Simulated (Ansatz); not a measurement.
**Thickness series in hypothetical fluorite ZrS2**

The reference is ZrS2 in the fluorite structure (space group Fm-3m, No. 225; a = 6.256 Å; a hypothetical phase, not in the database extracts checked). Axes: x, y, z lie along the cube axes.

Free-standing slabs (3 atom(s) a layer) normal to [111] with 15 Å of vacuum; in-plane cell held at bulk.

The values are results of r2SCAN/PAW in Ansatz (a program for electronic structure), no spin-orbit coupling, not measurements.

Base values:

- Band gap = 0.13 eV

**Question.** The aim is a band gap between 1.08 eV and 1.15 eV. Which of these changes reaches it?
(A) 3 layers
(B) 4 layers
(C) 1 layer

**Answer.** A, 3 layers. It gives 1.11 eV; 1 layer gives 1.45 eV; 4 layers gives 0.89 eV. Changes not listed may reach it too

Stability against distortions was not tested. The zero or small gap of ZrS2 can change with the level of theory.
